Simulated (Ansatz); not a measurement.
Subject: the energy of the reaction as written. Reaction: Sc (hcp) + 2 Ge (diamond) + 4 As (R-3m) → cell A. The sign is products less reactants.

Cell A: a stack of composition ScGe2As4 on the in-plane vectors of As (R-3m) (0001), but not a cut of that crystal, 7 atoms, hexagonal cell of 3.78 Å (12.4 Å²), symmetry P-6m2 within 0.02 Å, 10.3 Å thick under 16 Å of vacuum, so it may be strained; planes from bottom to top: As | Ge | As | Sc | As | Ge | As; foreign atoms: Sc bound to 6 As at 2.71 Å; two times Ge bound to 4 As at 2.40–2.47 Å; a model cell; spin state with PBE: no moments, k-point mesh 9×9×1.
```xyz
7
Lattice="3.7837 0.0000 0.0000 -1.8919 3.2768 0.0000 0.0000 0.0000 25.8103" Properties=species:S:1:pos:R:3 pbc="T T T"
Sc     0.0000     2.1845    12.9052
As     1.8919     1.0923    14.5067
Ge     1.8919     1.0923    16.9019
As     0.0000     0.0000    18.0490
As     1.8919     1.0923    11.3036
Ge     1.8919     1.0923     8.9084
As     0.0000     0.0000     7.7613
```

Reference: Sc (hcp, P6₃/mmc), 2 atoms in the cell, k-point mesh 24×24×12 on the run's own vectors. Conventional cell: a = 3.267 Å, b = 3.267 Å, c = 5.094 Å, α = 90.00°, β = 90.00°, γ = 120.00°.

Reference: Ge (diamond, Fd-3m), 2 atoms in the cell, k-point mesh 10×10×10 on the run's own vectors. Conventional cell: a = 5.6998 Å, b = 5.6998 Å, c = 5.6998 Å, α = 90.00°, β = 90.00°, γ = 90.00°.

Reference: As (R-3m), 2 atoms in the cell, the relaxed perfect crystal repeated, atoms not moved again, k-point mesh 9×9×8 on the run's own vectors.

Plane-wave PAW calculations with Ansatz (a program for electronic structure), its default PAW set, cutoff 420 eV, 500 eV for r2SCAN. The structures are at rest with PBE+D3(BJ), within the held lattices; other levels are single points on them. Neutral cells; Fermi-Dirac smearing of at most 0.10 eV in the solids, energies taken to zero width. The lattices are those relaxed with PBE+D3(BJ) or held as stated, so at other levels the solids can be strained, which adds to the spread. A dispersion term (D3(BJ), or D4 for r2SCAN) was computed beside these levels and is taken off wherever the name lacks it. Nuclei at rest; no vibrational terms. No structure search was made; lower ones may exist. No correction for cell size. Cell A has symmetry P-6m2 within 0.02 Å and got no random move, so less symmetric positions, which may lie lower, weren't tried.

Question: Give the value at the level r2SCAN.

Answer: -1.92 eV, for Sc (hcp) + 2 Ge (diamond) + 4 As (R-3m) → cell A.

Question: List the value at the remaining levels and say how far they part.

Answer: 
| Functional | value (eV) | less r2SCAN |
|---|---|---|
| PBE | -1.45 | 0.47 |
| PBE+D3(BJ) | -0.88 | 1.04 |
| r2SCAN+D4 | -1.69 | 0.23 |

The levels shown span 1.04 eV, from r2SCAN (-1.92) to PBE+D3(BJ) (-0.88).
